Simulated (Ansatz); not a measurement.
# CdSe: biaxial strain +2.00 %, plane normal [001], relaxed out of plane

The reference is CdSe in the zinc blende structure (space group F-43m, No. 216; a = 6.133 Å). Axes: x, y, z lie along the cube axes.

Now apply this change: biaxial strain +2.00 %, plane normal [001], relaxed out of plane (Cartesian); in-plane vectors clamped, the third vector and the atoms free.

Level of theory: r2SCAN (Ansatz, a program for electronic structure), scalar-relativistic without spin-orbit coupling. k-mesh 9×9×9 (Γ-centred); smearing 0.05 eV (Fermi–Dirac).

```csv
quantity,base,changed,shift
volume per atom,28.84 Å³,29.11 Å³,+0.27 Å³
space group,F-43m (No. 216),I-4m2 (No. 119),–
shortest interatomic distance,2.656 Å,2.666 Å,+0.010 Å
energy relative to the base (free energy F),0 meV/atom,+2.9 meV/atom,+2.9 meV/atom
"pressure (mean of the normal stresses, compression positive)",0.01 GPa,-0.53 GPa,-0.54 GPa
band gap,1.04 eV,0.92 eV,-0.12 eV
gap character,direct at Γ,direct at Γ,–
electron mass,0.093 mₑ (at Γ),"0.088 mₑ out of plane, 0.093 mₑ in plane (at Γ)",–
hole mass,–,"0.093 mₑ out of plane, 0.69 mₑ in plane (at Γ)",–
"valence-band top at Γ (three highest levels, from the VBM)","0.00, 0.00, 0.00 eV","0.00, -0.14, -0.14 eV",–
out-of-plane strain,–,-2.97 %,–
ratio −ε⊥/ε∥,–,1.48,–
mean in-plane stress (compression positive),–,-0.8 GPa,–
```

Final structure (turned so that z lies along the plane normal):

```
CELL_PARAMETERS angstrom
      4.42354     0.00000     0.00000
      0.00000     4.42354     0.00000
      2.21177    -2.21177     2.97560
ATOMIC_POSITIONS crystal
  Cd 0.00000 0.00000 0.00000
  Se 0.75000 0.75000 0.50000
```

Cost of the whole job for the changed cell (relaxation, final SCF and bands): about 2.6 core-minutes (a rough figure).

Masses are band curvatures over ±0.01 Å⁻¹ around the edge. No phonon test of stability was made. Labels are those of the standard path for the cell's own space group.
